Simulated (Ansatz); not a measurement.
**Effect of uniaxial strain ε_zz = +1.80 % on BN**

Take BN in the wurtzite structure (space group P6_3mc, No. 186; a = 2.555 Å, c = 4.225 Å) as the base. Axes: x lies along a and z along c of the hexagonal cell.

Perturbation: uniaxial strain ε_zz = +1.80 %, all other strain components held at zero; the atoms relax in the strained cell.

The values are results of PBE/PAW in Ansatz (an electronic-structure program), spin-orbit coupling left out, not measurements. Settings: 15×15×8 k-points, 0.05 eV Fermi–Dirac smearing.

```tsv
quantity	base	changed	shift
volume per atom	5.97 Å³	6.08 Å³	+0.11 Å³
space group	P6_3mc (No. 186)	P6_3mc (No. 186)	–
shortest interatomic distance	1.567 Å	1.570 Å	+0.003 Å
energy relative to the base (free energy F)	0 meV/atom	+5.8 meV/atom	+5.8 meV/atom
pressure (mean of the normal stresses, compression positive)	0.00 GPa	-6.27 GPa	-6.27 GPa
band gap	5.23 eV	5.22 eV	-0.01 eV
gap character	indirect, Γ → K	indirect, Γ → K	–
width of the top valence band	5.37 eV	5.21 eV	-0.155 eV
electron mass	0.31 mₑ along c, 0.51 mₑ across (at K)	0.32 mₑ along z, 0.51 mₑ across (at K)	–
valence-band top at Γ (three highest levels, from the VBM)	0.00, 0.00, -0.26 eV	0.00, 0.00, -0.29 eV	–
stress (xx, yy, zz, yz, xz, xy; compression positive)	–	(-0.96, -0.96, -16.89, 0.00, 0.00, 0.00) GPa	–
```

Masses are band curvatures over ±0.01 Å⁻¹ around the edge. Gaps are read on the SCF mesh and a high-symmetry path. Stability against distortions was not tested.
